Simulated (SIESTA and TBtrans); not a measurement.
# Ga chain with one H atom inserted

Junction: Ga chain with one H atom inserted. Leads: straight Ga chain, spacing 2.422 Å. Geometry: 3 atoms about the centre moved by SIESTA (PBE, DZP) to a largest force of 0.01 eV/Å, all others as built, motion along the axis alone.

SIESTA and TBtrans, PBE, DZP numerical orbitals (energy shift 0.15 eV), PseudoDojo norm-conserving scalar-relativistic potentials, mesh cutoff 200 Ry, 300 K, no spin polarisation, no spin-orbit coupling; Hamiltonian of a periodic supercell, shifted onto the leads' potential, zero bias.

```
Item                               Result
---------------------------------  ------
Conductance at 300 K (G0 = 2e²/h)    2.32
Mean T from −0.5 to 0.5 eV           1.76
```

Energies count from the leads' Fermi level. Transmissions are for one spin of a degenerate pair. The energy step is 0.01 eV; narrower resonances are cut or missed.

```csv
E (eV),T,lead channels
-2.00,0.56,1
-1.90,0.51,1
-1.80,0.43,1
-1.70,0.33,1
-1.60,0.18,1
-1.50,0,0
-1.40,0,0
-1.30,0,0
-1.20,0,0
-1.10,0,0
-1.00,0,0
-0.90,0,0
-0.80,0,0
-0.70,0,0
-0.60,0,0
-0.50,0.41,1
-0.40,0.64,1
-0.30,1.03,3
-0.20,1.85,3
-0.10,2.25,3
0.00,2.33,3
0.10,2.27,3
0.20,2.16,3
0.30,2.05,3
0.40,1.96,3
0.50,1.89,3
0.60,1.85,3
0.70,1.83,3
0.80,1.82,3
0.90,1.83,3
1.00,1.84,3
1.10,1.86,3
1.20,1.88,3
1.30,1.90,3
1.40,1.93,3
1.50,1.95,3
1.60,1.96,3
1.70,1.98,3
1.80,1.99,3
1.90,2.01,3
2.00,2.02,3
```

The straight chain is held at its spacing; free chains may zigzag or dimerise. No spin-polarised start was tried, so a magnetic state, if there is one, is missed.
